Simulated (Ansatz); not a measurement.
Base system: WC (space group P-6m2, No. 187; relaxed with 0.1 eV smearing).

```yaml
crystal:
  lattice:
    - [2.88431, 0.00000, 0.00000]
    - [-1.44215, 2.49788, 0.00000]
    - [0.00000, 0.00000, 2.81153]
  atoms:
    - { symbol: W, position: [0.00000, 0.00000, 0.00000] }
    - { symbol: C, position: [0.33333, 0.66667, 0.50000] }
```

All numbers come from LDA (Ansatz, a program for electronic structure, PAW, no spin-orbit coupling).

Base values:

Pressure: 0.0 GPa
Band gap: zero

The change: the cell is scaled by 1.0100 in all directions, atoms relaxed at fixed cell.

Problem. What happens to the energy relative to the base, pressure and band gap?

Solution. The energy rises by 12 meV/atom; the pressure (mean of the normal stresses, compression positive) goes from zero to -11.9 GPa; the band gap remains zero.

The cells carry an imposed strain or load. No phonon test of stability was made. The final runs are not spin-polarised.
